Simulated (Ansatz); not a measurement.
# Effect of biaxial strain −0.91 %, plane normal [001], relaxed out of plane on WC

The parent structure is WC (space group P-6m2, No. 187; a = 2.912 Å, c = 2.836 Å). Axes: x lies along a and z along c of the hexagonal cell.

Perturbation: biaxial strain −0.91 %, plane normal [001], relaxed out of plane (Cartesian); in-plane vectors clamped, the third vector and the atoms free.

Computed with r2SCAN (Ansatz, a program for electronic structure), without spin-orbit coupling. k-mesh 18×18×16 (Γ-centred); smearing 0.05 eV (Fermi–Dirac).

| quantity | base | changed | shift |
|---|---|---|---|
| volume per atom | 10.42 Å³ | 10.26 Å³ | -0.16 Å³ |
| space group | P-6m2 (No. 187) | P-6m2 (No. 187) | – |
| shortest interatomic distance | 2.200 Å | 2.191 Å | -0.009 Å |
| pressure (mean of the normal stresses, compression positive) | 0.0 GPa | 5.8 GPa | +5.8 GPa |
| band gap | zero | zero | – |
| out-of-plane strain (rough) | – | +0.32 % | – |
| mean in-plane stress (compression positive) (rough) | – | +8.7 GPa | – |

Cost of the whole job for the changed cell (relaxation, final SCF and bands): roughly 30 core-seconds.

Without a gap, meshes like the base's 18×18×16 leave anisotropic stresses uncertain by several tenths of a GPa, and small strain energies with them. No phonon test of stability was made. The final runs are not spin-polarised.
